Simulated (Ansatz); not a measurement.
Consider W in the bcc (W type) structure (space group Im-3m, No. 229; a = 3.135 Å; relaxed with 0.1 eV smearing). Axes: x, y, z lie along the cube axes.

Method: Kohn–Sham DFT with the LDA functional, run in Ansatz (a program for electronic structure) with PAW and 420 eV plane waves, no SOC.

Base values:

The band gap is zero.

Perturbation: uniaxial strain ε_zz = −2.00 %, all other strain components held at zero, atoms relaxed at fixed cell.

Q: How does this affect the band gap?

A: The band gap stays zero.

Q: What does the calculation give for the stress after the change?

A: The stress (xx, yy, zz, yz, xz, xy; compression positive) is (4.7, 4.7, 12.0, 0.0, 0.0, 0.0) GPa.

No phonon test of stability was made. The final runs are not spin-polarised.
